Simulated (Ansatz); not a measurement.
Ge₃Si (I4/mmm, No. 139, 4 atoms in the cell; start mp-1187004) was calculated with r²SCAN (PAW; Ansatz, a program for electronic structure).

Settings: plane-wave cutoff 560 eV, 20×20×20 k mesh, Fermi–Dirac smearing 0.05 eV, scalar-relativistic PAW data made under PBE.

Cell (relaxed at this level):

Space group I4/mmm (No. 139); a = 3.772 Å, b = 3.772 Å, c = 10.286 Å, α = 90.00°, β = 90.00°, γ = 90.00°

| atom | site | symmetry | x | y | z |
|---|---|---|---|---|---|
| Si | 2a | 4/mmm | 0.0000 | 0.0000 | 0.0000 |
| Ge | 4d | -4m2 | 0.0000 | 0.5000 | 0.2500 |
| Ge | 2b | 4/mmm | 0.0000 | 0.0000 | 0.5000 |
(The calculation used a cell of 4 atoms; values per cell refer to that cell.)

Task: Estimate the bulk modulus B0 that the calculation returns.

Result: 
bulk modulus B0: 61.5 GPa

The run finds no gap.

Note: the bulk modulus is −V dP/dV from two relaxed cells at ±2 % in volume; the relaxation could not lower the start's symmetry, so the cell can be a saddle point above a distorted one.

The computed numbers hold no vibrational or temperature effects.

Computing time: roughly 16 core-minutes.

A start named mp-… is a Materials Project structure, which need not be a measured phase.
